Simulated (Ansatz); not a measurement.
Take BN in the h-BN type structure (space group P6_3/mmc, No. 194; a = 2.5058 Å, c = 6.6162 Å; layered, stacked along the Cartesian z axis) as the base.

Structures relaxed with PBE-D3(BJ) in Ansatz (plane waves to 420 eV, PAW, without spin-orbit coupling), earlier PAW set.

Base:

Simulated powder pattern, Cu Kα1, λ = 1.54056 Å (kinematic, ideal powder, no thermal factors, no anomalous dispersion; the 8 strongest lines at most, above 2 %, up to 2θ = 90°):

```json
[
 {"2θ (°)": "26.93", "I/Imax (%)": "100", "hkl": "(002)"},
 {"2θ (°)": "41.58", "I/Imax (%)": "16", "hkl": "(100)"},
 {"2θ (°)": "43.87", "I/Imax (%)": "5.3", "hkl": "(101)"},
 {"2θ (°)": "50.24", "I/Imax (%)": "16", "hkl": "(102)"},
 {"2θ (°)": "55.51", "I/Imax (%)": "7.2", "hkl": "(004)"},
 {"2θ (°)": "71.68", "I/Imax (%)": "4.2", "hkl": "(104)"},
 {"2θ (°)": "75.87", "I/Imax (%)": "7.0", "hkl": "(110)"},
 {"2θ (°)": "82.21", "I/Imax (%)": "11", "hkl": "(112)"}
]
```

After one change:

Simulated powder pattern, Cu Kα1, λ = 1.54056 Å (kinematic, ideal powder, no thermal factors, no anomalous dispersion; the 8 strongest lines at most, above 2 %, up to 2θ = 90°):

```json
[
 {"2θ (°)": "27.19", "I/Imax (%)": "100"},
 {"2θ (°)": "41.59", "I/Imax (%)": "17"},
 {"2θ (°)": "43.93", "I/Imax (%)": "5.5"},
 {"2θ (°)": "50.41", "I/Imax (%)": "16"},
 {"2θ (°)": "56.09", "I/Imax (%)": "7.1"},
 {"2θ (°)": "72.20", "I/Imax (%)": "4.2"},
 {"2θ (°)": "75.90", "I/Imax (%)": "7.2"},
 {"2θ (°)": "82.35", "I/Imax (%)": "11"}
]
```

Question: Which change produced these results?
A) pressure 1.5 GPa
B) pressure 0.3 GPa
C) pressure 0.7 GPa
D) pressure 10 GPa

Answer: B, pressure 0.3 GPa. Its volume per atom is 8.90 Å³ against 8.99 Å³, and its space group is P6_3/mmc (No. 194).

Load acts through the strain it causes; cell and atoms are relaxed under it. Whether these cells are dynamically stable was not tested. No other phases were tried under pressure.

Ansatz is a quantum-chemistry and plane-wave program.
